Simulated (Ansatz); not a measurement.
Functionals compared on F on the 1x1 (10-10) surface of wurtzite ZnO (cut with top plane O + Zn), one in a 2x1 cell, started at the site 'top O', in Ansatz (plane waves, PAW). The structure was relaxed with PBE; the other rows are single points on it, each with its references at the same level. Cutoff 420 eV (500 eV for r2SCAN). The points keep PBE's geometry, so the relaxation of a polaron and the settling of charge on one site are left out.

Host crystal: wurtzite ZnO, with a band gap (PBE, scalar-relativistic without spin-orbit coupling).

Slab: 33 atoms, 9.4 Å thick at the start under the adsorbate (thin: gaps and levels are the slab's own); k 3x4x1, smearing 0.01 eV, dipole-corrected; 16 atoms held, the rest relaxed; symmetry of the start imposed; spin-polarised, ending with about 0.8 μB a cell, a value that depends on the mesh; orders that need a larger cell were not tried, no spin-orbit, no U, no dispersion correction. The slab shows no gap over 0.04 eV on its mesh. It is one chosen start, not shown to be the lowest state of the adsorbate. These notes are the PBE run's. r2SCAN: The program's check for a lower electronic state was not made. Adsorption energies are against ½ F2(g). A negative adsorption energy means that the adsorbate is more stable on the surface than in its reference.

| functional | adsorption energy (eV) |
|---|---|
| PBE | -1.38 |
| RPBE | … |
| r2SCAN | -1.48 |

### Question
Some entries are withheld; supply them.

### Answer

- RPBE, adsorption energy (eV): -1.32

Ansatz is a program for electronic structure.
